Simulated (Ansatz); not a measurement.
End structure of the (11-23) surface of hcp Y in its 1x1 cell, outermost plane spacing 0.66 Å in the ideal cut:

```yaml
crystal:
  lattice:
    - [6.33529, 0.00000, 0.00000]
    - [3.16765, 7.89414, 0.00000]
    - [0.00000, 0.00000, 26.00000]
  atoms:
    - { symbol: Y, position: [0.39544, 0.89503, 0.31799] }
    - { symbol: Y, position: [0.43702, 0.46169, 0.33895] }
    - { symbol: Y, position: [0.82618, 0.03748, 0.36734] }
    - { symbol: Y, position: [0.85418, 0.61820, 0.38578] }
    - { symbol: Y, position: [0.24145, 0.19517, 0.41251] }
    - { symbol: Y, position: [0.28356, 0.77437, 0.43545] }
    - { symbol: Y, position: [0.65582, 0.35691, 0.46237] }
    - { symbol: Y, position: [0.69940, 0.93242, 0.48890] }
    - { symbol: Y, position: [0.07604, 0.51671, 0.51110] }
    - { symbol: Y, position: [0.11962, 0.09222, 0.53763] }
    - { symbol: Y, position: [0.49188, 0.67476, 0.56455] }
    - { symbol: Y, position: [0.53399, 0.25395, 0.58749] }
    - { symbol: Y, position: [0.92125, 0.83093, 0.61422] }
    - { symbol: Y, position: [0.94926, 0.41165, 0.63266] }
    - { symbol: Y, position: [0.33842, 0.98743, 0.66105] }
    - { symbol: Y, position: [0.38000, 0.55410, 0.68201] }
```

Model: 16-atom slab, 9.9 Å thick at the start (thin: gaps and levels are the slab's own), 7x5x1 mesh, Fermi-Dirac 0.1 eV, dipole correction, all atoms relaxed; symmetry of the start imposed; no spin, no spin-orbit, no U.

### Question
What surface energy (mean of both faces) does PBE run with Ansatz (a quantum-chemistry and plane-wave program) give?

### Answer
69 meV/Å²

### Question
Estimate the work function of the top face that PBE returns for this input.

### Answer
2.92 eV
